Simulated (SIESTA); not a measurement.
## Input and output of a self-consistent single point for TlPF6 (R-3m, 8 atoms in the cell) (SIESTA)

Level of theory: SIESTA with GGA PBEsol, numerical atomic orbitals DZP, PseudoDojo PBEsol standard norm-conserving potentials (rewritten from UPF to PSML).

Input as run:

```
# files in the folder: Tl.psml P.psml F.psml (PseudoDojo PBEsol standard)
SystemName  TlPF6
SystemLabel siesta

NumberOfAtoms                8
NumberOfSpecies              3
%block ChemicalSpeciesLabel
  1 81 Tl
  2 15 P
  3 9 F
%endblock ChemicalSpeciesLabel
LatticeConstant              1.0 Ang
%block LatticeVectors
     2.693695000    1.555206000    4.825703000
    -2.693695000    1.555206000    4.825703000
     0.000000000   -3.110411000    4.825703000
%endblock LatticeVectors
AtomicCoordinatesFormat      Ang
%block AtomicCoordinatesAndAtomicSpecies
     0.000000000    0.000000500    7.238554500  1
     0.000000000    0.000000000    0.000000000  2
     1.530724508    0.883764550    3.878542969  3
    -1.530724508   -0.883763550   10.598566031  3
    -1.530724508    0.883764550    3.878542969  3
     1.530724508   -0.883763550   10.598566031  3
     0.000000000   -1.767528297    3.878542969  3
    -0.000000000    1.767529297   10.598566031  3
%endblock AtomicCoordinatesAndAtomicSpecies

XC.functional                GGA
XC.authors                   PBEsol
PAO.BasisSize                DZP
PAO.EnergyShift              0.005 Ry
MeshCutoff                   400 Ry
%block kgrid.MonkhorstPack
    6   0   0  0.0
    0   6   0  0.0
    0   0   6  0.0
%endblock kgrid.MonkhorstPack
OccupationFunction           FD
ElectronicTemperature        116.05 K

MaxSCFIterations             150
SCF.Mixer.Method             Pulay
SCF.Mixer.Weight             0.2
SCF.Mixer.History            8
SCF.DM.Tolerance             1.0E-05
Diag.ParallelOverK           true
WriteForces                  true
```

The program printed (abridged):

```
reinit: Reading from file input.fdf

reinit: System Name: TlPF6
reinit: System Label: siesta

coor:   Atomic-coordinates input format  =     Cartesian coordinates
coor:                                          (in Angstroms)

siesta: Atomic coordinates (Bohr) and species
siesta:      0.00000   0.00000  13.67889  1        1
siesta:      0.00000   0.00000   0.00000  2        2
siesta:      2.89265   1.67007   7.32938  3        3
siesta:     -2.89265  -1.67007  20.02839  3        4
siesta:     -2.89265   1.67007   7.32938  3        5
siesta:      2.89265  -1.67007  20.02839  3        6
siesta:      0.00000  -3.34014   7.32938  3        7
siesta:     -0.00000   3.34015  20.02839  3        8

siesta: System type = bulk

initatomlists: Number of atoms, orbitals, and projectors:      8   109   114

siesta: ******************** Simulation parameters ****************************
redata: Spin configuration                          = none
redata: Time-Reversal Symmetry                      = T
redata: Number of Atomic Species                    =        3
redata: Mesh Cutoff                                 =   400.0000 Ry
redata: Net charge of the system                    =     0.0000 |e|
redata: Min. number of SCF Iter                     =        0
redata: Max. number of SCF Iter                     =      150
redata: SCF convergence failure will abort job
redata: SCF mix quantity                            = Hamiltonian
redata: Mix DM or H after convergence               =   F
redata: Recompute H after scf cycle                 =   F
redata: Mix DM in first SCF step                    =   T
redata: No kicks to SCF
redata: DM Mixing Weight for Kicks                  =     0.5000
redata: Require Harris convergence for SCF          =   F
redata: Harris energy tolerance for SCF             =     0.000100 eV
redata: Require DM convergence for SCF              =   T
   [... lines left out ...]
diag: Parallel distribution                         =     1 x     1
diag: Used triangular part                          = Lower
diag: Absolute tolerance                            =  0.100E-15
diag: Orthogonalization factor                      =  0.100E-05
diag: Memory factor                                 =  1.0000

superc: Internal auxiliary supercell:     5 x     5 x     5  =     125
superc: Number of atoms, orbitals, and projectors:   1000  13625  14250

                        Single-point calculation

superc: Internal auxiliary supercell:     5 x     5 x     5  =     125
superc: Number of atoms, orbitals, and projectors:   1000  13625  14250

outcell: Unit cell vectors (Ang):
        2.693695    1.555206    4.825703
       -2.693695    1.555206    4.825703
        0.000000   -3.110411    4.825703

outcell: Cell vector modules (Ang)   :    5.741260    5.741260    5.741260
outcell: Cell angles (23,13,12) (deg):     55.9624     55.9624     55.9624
outcell: Cell volume (Ang**3)        :    121.2964
new_DM -- step:     1
Initializing Density Matrix...

Attempting to read DM from file... Failed...
DM filled with atomic data:

InitMesh: MESH = 60 x 60 x 60 = 216000
InitMesh: Mesh cutoff (required, used) =   400.000   427.251 Ry

stepf: Fermi-Dirac step function
        iscf     Eharris(eV)        E_KS(eV)     FreeEng(eV)     dDmax    Ef(eV) dHmax(eV)
   scf:    1    -5838.388273    -5849.707475    -5849.707475  1.845756 -4.934716  5.059051
   scf:    2    -5853.611113    -5851.852947    -5851.852947  0.059384 -4.845624  2.840521
   scf:    3    -5853.019019    -5852.701856    -5852.701856  0.065554 -4.816831  0.835441
   scf:    4    -5852.732320    -5852.720749    -5852.720749  0.019011 -4.859809  0.291495
   scf:    5    -5852.722845    -5852.723434    -5852.723434  0.010590 -4.861713  0.096931
   scf:    6    -5852.724642    -5852.724589    -5852.724589  0.003992 -4.847214  0.036462
   scf:    7    -5852.724738    -5852.724682    -5852.724682  0.001143 -4.849194  0.012141
   scf:    8    -5852.724677    -5852.724686    -5852.724686  0.000652 -4.850177  0.007037
   scf:    9    -5852.724690    -5852.724690    -5852.724690  0.000248 -4.849460  0.001585
   scf:   10    -5852.724690    -5852.724690    -5852.724690  0.000062 -4.849490  0.000254
   scf:   11    -5852.724690    -5852.724690    -5852.724690  0.000008 -4.849529  0.000101
SCF Convergence by DM+H criterion
max |DM_out - DM_in|         :     0.0000075830
max |H_out - H_in|      (eV) :     0.0001013499
SCF cycle converged after 11 iterations

Using DM_out to compute the final energy and forces

siesta: E_KS(eV) =            -5852.7247

siesta: E_KS - E_eggbox =     -5852.7247

siesta: Atomic forces (eV/Ang):
     1    0.000000    0.000000   -0.000000
     2   -0.000000    0.000000   -0.000000
     3   -0.055061   -0.031789   -0.061996
     4    0.055061    0.031789    0.061996
     5    0.055061   -0.031789   -0.061996
     6   -0.055061    0.031789    0.061996
     7    0.000000    0.063578   -0.061997
     8   -0.000000   -0.063578    0.061997
   Tot   -0.000000   -0.000000   -0.000000
   Max    0.063578
   Res    0.044401    sqrt( Sum f_i^2 / 3N )
   Max    0.063578    constrained

Stress tensor Voigt[x,y,z,yz,xz,xy] (kbar):       13.60       13.60       10.96        0.00       -0.00       -0.00
(Free)E + p*V (eV/cell)    -5853.6878
Target enthalpy (eV/cell)    -5852.7247

siesta: Program's energy decomposition (eV):
siesta: Ebs     =      -945.620631
siesta: Eions   =      8763.695589
siesta: Ena     =      1477.090750
siesta: Ekin    =      3578.912566
siesta: Enl     =      -696.169109
siesta: Eso     =         0.000000
siesta: Edftu   =         0.000000
siesta: DEna    =         9.978489
siesta: DUscf   =         2.029383
siesta: DUext   =         0.000000
siesta: Ex      =     -1361.452973
siesta: Ec      =       -99.418208
siesta: Exc     =     -1460.871180
siesta: Eharris =     -5852.724690
siesta: Etot    =     -5852.724690
siesta: FreeEng =     -5852.724690

siesta: Atomic forces (eV/Ang):
siesta:      1    0.000000    0.000000   -0.000000
siesta:      2   -0.000000    0.000000   -0.000000
siesta:      3   -0.055061   -0.031789   -0.061996
siesta:      4    0.055061    0.031789    0.061996
siesta:      5    0.055061   -0.031789   -0.061996
siesta:      6   -0.055061    0.031789    0.061996
siesta:      7    0.000000    0.063578   -0.061997
siesta:      8   -0.000000   -0.063578    0.061997
siesta: ----------------------------------------
siesta:    Tot   -0.000000   -0.000000   -0.000000

siesta: Stress tensor (static) (eV/Ang**3):
siesta:     0.008490   -0.000000   -0.000000
siesta:    -0.000000    0.008490    0.000000
siesta:    -0.000000    0.000000    0.006839

siesta: Cell volume =        121.296450 Ang**3

siesta: Pressure (static):
siesta:                Solid            Molecule  Units
siesta:          -0.00008648         -0.00010371  Ry/Bohr**3
siesta:          -0.00794002         -0.00952181  eV/Ang**3
siesta:         -12.72131812        -15.25562246  kBar
```

The run converged in 11 iterations.

The starting cell comes from a database of computed structures (which also holds hypothetical and non-ambient phases and stackings), without a prior relaxation at this level. Its lattice was rescaled by a random factor within 2.5 % of one. Values carry the incompleteness of an atom-centred basis.

Cost on one core of a shared machine: roughly 2 min.
